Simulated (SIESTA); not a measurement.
## Input and output of a self-consistent single point for Rb₂NaFeF₆ (Fm-3m, 10 atoms in the cell) (SIESTA)

Computed with SIESTA 5.4.2 with GGA PBEsol, numerical atomic orbitals TZP, PseudoDojo PBEsol standard norm-conserving potentials (rewritten from UPF to PSML).

This input was run:

```
# files in the folder: Fe.psml F.psml Rb.psml Na.psml (PseudoDojo PBEsol standard)
SystemName  Rb2NaFeF6
SystemLabel siesta

NumberOfAtoms                10
NumberOfSpecies              4
%block ChemicalSpeciesLabel
  1 26 Fe
  2 9 F
  3 37 Rb
  4 11 Na
%endblock ChemicalSpeciesLabel
LatticeConstant              1.0 Ang
%block LatticeVectors
     0.000000000    4.181497000    4.181497000
     4.181497000    0.000000000    4.181497000
     4.181497000    4.181497000    0.000000000
%endblock LatticeVectors
AtomicCoordinatesFormat      Ang
%block AtomicCoordinatesAndAtomicSpecies
     0.000000000    0.000000000    0.000000000  1
     1.910107830    4.181497000    4.181497000  2
     4.181497000    1.910107830    4.181497000  2
     6.452886170    4.181497000    4.181497000  2
     4.181497000    6.452886170    4.181497000  2
     4.181497000    4.181497000    1.910107830  2
     4.181497000    4.181497000    6.452886170  2
     2.090748500    2.090748500    2.090748500  3
     6.272245500    6.272245500    6.272245500  3
     4.181497000    4.181497000    4.181497000  4
%endblock AtomicCoordinatesAndAtomicSpecies

XC.functional                GGA
XC.authors                   PBEsol
PAO.BasisSize                TZP
PAO.EnergyShift              0.01 Ry
MeshCutoff                   400 Ry
%block kgrid.MonkhorstPack
    4   0   0  0.0
    0   4   0  0.0
    0   0   4  0.0
%endblock kgrid.MonkhorstPack
OccupationFunction           FD
ElectronicTemperature        0.1 eV
Spin                         polarized
%block DM.InitSpin
  1 +4.00
  2 +0.00
  3 +0.00
  4 +0.00
  5 +0.00
  6 +0.00
  7 +0.00
  8 +0.00
  9 +0.00
  10 +0.00
%endblock DM.InitSpin

MaxSCFIterations             150
SCF.Mixer.Method             Pulay
SCF.Mixer.Weight             0.1
SCF.Mixer.History            6
SCF.DM.Tolerance             1.0E-04
Diag.ParallelOverK           true
WriteForces                  true
Charge.Mulliken              end
```

Log, with long lists cut:

```
reinit: Reading from file input.fdf

reinit: System Name: Rb2NaFeF6
reinit: System Label: siesta

NOTE on units for spin output:
{S} is the spin magnetic moment, in units of the Bohr magneton,
assuming a g-factor for the electron spin of exactly 2.
The spin magnetic moment is then numerically equal to the charge inbalance,
in units of electrons, between the spin-up and -down channels.

coor:   Atomic-coordinates input format  =     Cartesian coordinates
coor:                                          (in Angstroms)

siesta: Atomic coordinates (Bohr) and species
siesta:      0.00000   0.00000   0.00000  1        1
siesta:      3.60958   7.90188   7.90188  2        2
siesta:      7.90188   3.60958   7.90188  2        3
siesta:     12.19419   7.90188   7.90188  2        4
siesta:      7.90188  12.19419   7.90188  2        5
siesta:      7.90188   7.90188   3.60958  2        6
siesta:      7.90188   7.90188  12.19419  2        7
siesta:      3.95094   3.95094   3.95094  3        8
siesta:     11.85283  11.85283  11.85283  3        9
siesta:      7.90188   7.90188   7.90188  4       10

siesta: System type = bulk

initatomlists: Number of atoms, orbitals, and projectors:     10   157   140

siesta: ******************** Simulation parameters ****************************
redata: Spin configuration                          = collinear
redata: Time-Reversal Symmetry                      = T
redata: Number of Atomic Species                    =        4
redata: Mesh Cutoff                                 =   400.0000 Ry
redata: Net charge of the system                    =     0.0000 |e|
redata: Min. number of SCF Iter                     =        0
redata: Max. number of SCF Iter                     =      150
redata: SCF convergence failure will abort job
redata: SCF mix quantity                            = Hamiltonian
redata: Mix DM or H after convergence               =   F
   [... lines left out ...]
diag: Used triangular part                          = Lower
diag: Absolute tolerance                            =  0.100E-15
diag: Orthogonalization factor                      =  0.100E-05
diag: Memory factor                                 =  1.0000

superc: Internal auxiliary supercell:     5 x     5 x     5  =     125
superc: Number of atoms, orbitals, and projectors:   1250  19625  17500

                        Single-point calculation

superc: Internal auxiliary supercell:     5 x     5 x     5  =     125
superc: Number of atoms, orbitals, and projectors:   1250  19625  17500

outcell: Unit cell vectors (Ang):
        0.000000    4.181497    4.181497
        4.181497    0.000000    4.181497
        4.181497    4.181497    0.000000

outcell: Cell vector modules (Ang)   :    5.913530    5.913530    5.913530
outcell: Cell angles (23,13,12) (deg):     60.0000     60.0000     60.0000
outcell: Cell volume (Ang**3)        :    146.2263
new_DM -- step:     1
Initializing Density Matrix...

Attempting to read DM from file... Failed...
DM filled with atomic data (user-defined):

InitMesh: MESH = 60 x 60 x 60 = 216000
InitMesh: Mesh cutoff (required, used) =   400.000   426.778 Ry

stepf: Fermi-Dirac step function
        iscf     Eharris(eV)        E_KS(eV)     FreeEng(eV)     dDmax    Ef(eV) dHmax(eV)
   scf:    1   -10104.960869   -10124.755006   -10124.776373  2.462363 -2.008439 24.274354
     spin moment: {S} , |S| = {        0.0        0.0    4.96481 }     4.96481
   scf:    2   -10135.388121   -10130.362967   -10130.363263  0.162579 -3.051656 17.463448
     spin moment: {S} , |S| = {        0.0        0.0    4.99975 }     4.99975
   scf:    3   -10135.591704   -10136.135315   -10136.146903  0.348725 -6.569006  3.305894
     spin moment: {S} , |S| = {        0.0        0.0    4.98198 }     4.98198
   scf:    4   -10135.116394   -10136.091890   -10136.093356  0.110888 -5.685458  4.273246
     spin moment: {S} , |S| = {        0.0        0.0    4.99835 }     4.99835
   scf:    5   -10135.071785   -10136.122853   -10136.131091  0.110915 -6.619022  3.989774
     spin moment: {S} , |S| = {        0.0        0.0    4.98794 }     4.98794
   scf:    6   -10136.616813   -10136.507387   -10136.509282  0.073059 -6.207087  0.295574
   [... lines left out ...]
   scf:    9   -10136.507770   -10136.509775   -10136.511131  0.006647 -6.147344  0.159517
     spin moment: {S} , |S| = {        0.0        0.0    4.99848 }     4.99848
   scf:   10   -10136.510491   -10136.510273   -10136.511583  0.001321 -6.128451  0.017984
     spin moment: {S} , |S| = {        0.0        0.0    4.99854 }     4.99854
   scf:   11   -10136.510331   -10136.510305   -10136.511600  0.001272 -6.124814  0.003029
     spin moment: {S} , |S| = {        0.0        0.0    4.99856 }     4.99856
   scf:   12   -10136.510304   -10136.510305   -10136.511600  0.000070 -6.125179  0.001925
     spin moment: {S} , |S| = {        0.0        0.0    4.99856 }     4.99856
   scf:   13   -10136.510304   -10136.510304   -10136.511601  0.000567 -6.125149  0.000560
     spin moment: {S} , |S| = {        0.0        0.0    4.99856 }     4.99856
   scf:   14   -10136.510304   -10136.510304   -10136.511601  0.000014 -6.125158  0.000489
     spin moment: {S} , |S| = {        0.0        0.0    4.99856 }     4.99856
SCF Convergence by DM+H criterion
max |DM_out - DM_in|         :     0.0000142070
max |H_out - H_in|      (eV) :     0.0004887583
SCF cycle converged after 14 iterations

Using DM_out to compute the final energy and forces

siesta: E_KS(eV) =           -10136.5103

siesta: E_KS - E_eggbox =    -10136.5103

siesta: Atomic forces (eV/Ang):
     1    0.000000   -0.000000    0.000000
     2    0.493374    0.000052    0.000052
     3    0.000052    0.493374    0.000052
     4   -0.493374   -0.000052   -0.000052
     5   -0.000052   -0.493374   -0.000052
     6    0.000052    0.000052    0.493374
     7   -0.000052   -0.000052   -0.493374
     8   -0.000003   -0.000003   -0.000003
     9    0.000003    0.000003    0.000003
    10    0.000000    0.000000   -0.000000
   Tot    0.000000   -0.000000    0.000000
   Max    0.493374
   Res    0.220643    sqrt( Sum f_i^2 / 3N )
   Max    0.493374    constrained

Stress tensor Voigt[x,y,z,yz,xz,xy] (kbar):      -17.77      -17.77      -17.77       -0.11       -0.11       -0.11
(Free)E + p*V (eV/cell)   -10134.8896
Target enthalpy (eV/cell)   -10136.5116

siesta: Program's energy decomposition (eV):
siesta: Ebs     =     -1909.392924
siesta: Eions   =     14488.829967
siesta: Ena     =      1948.478668
siesta: Ekin    =      5377.180862
siesta: Enl     =     -1094.088706
siesta: Eso     =         0.000000
siesta: Edftu   =         0.000000
siesta: DEna    =        55.658543
siesta: DUscf   =         3.327093
siesta: DUext   =         0.000000
siesta: Ex      =     -1811.286034
siesta: Ec      =      -126.950763
siesta: Exc     =     -1938.236796
siesta: Eharris =    -10136.510304
siesta: Etot    =    -10136.510304
siesta: FreeEng =    -10136.511601

siesta: Atomic forces (eV/Ang):
siesta:      1    0.000000   -0.000000    0.000000
siesta:      2    0.493374    0.000052    0.000052
siesta:      3    0.000052    0.493374    0.000052
siesta:      4   -0.493374   -0.000052   -0.000052
siesta:      5   -0.000052   -0.493374   -0.000052
siesta:      6    0.000052    0.000052    0.493374
siesta:      7   -0.000052   -0.000052   -0.493374
siesta:      8   -0.000003   -0.000003   -0.000003
   [... lines left out ...]
siesta: Cell volume =        146.226257 Ang**3
siesta:          17.77191913         42.32921591  kBar
   [... lines left out ...]

              0.000
   7  3.607   0.808  -0.081   0.191   0.982   0.815   0.982  -0.112  -0.143
             -0.112   0.049   0.173   0.049   0.001   0.001   0.003   0.001

              0.000

Species: Rb
Atom  Qatom  Qorb
               4s      5s      5s      5s      4py     4pz     4px     5py
               5pz     5px
   8  4.191   0.937  -0.018  -0.281   0.435   0.956   0.956   0.956   0.083
              0.083   0.083
   9  4.191   0.937  -0.018  -0.281   0.435   0.956   0.956   0.956   0.083
              0.083   0.083

Species: Na
Atom  Qatom  Qorb
               2s      3s      3s      3s      2py     2pz     2px     3py
               3pz     3px
  10  4.517   0.973   0.041  -0.219   0.347   1.005   1.005   1.005   0.120
              0.120   0.120

mulliken: Qtot =       40.001

Mulliken Atomic Populations:
Atom #   charge [q] valence [e]      Sz [e]  Species
     1     0.814464   15.185536    4.261282  Fe
     2    -0.333391    7.333391    0.120272  F
     3    -0.333391    7.333391    0.120272  F
     4    -0.333391    7.333391    0.120272  F
     5    -0.333391    7.333391    0.120272  F
     6    -0.333391    7.333391    0.120272  F
     7    -0.333391    7.333391    0.120272  F
     8     0.629050    8.370950   -0.011266  Rb
     9     0.629050    8.370950   -0.011266  Rb
    10    -0.072218    9.072218    0.038174  Na
 Total     0.000000                4.998555
```

The run converged in 14 iterations.

The starting cell comes from a database of published, mostly measured structures (it also holds non-ambient and calculated ones), without a prior relaxation at this level. Its lattice was rescaled by a random factor within 2.5 % of one. With one magnetic atom in the cell only a parallel order is possible. Values carry the incompleteness of an atom-centred basis.

Cost on one core of a shared machine: roughly 2 min.
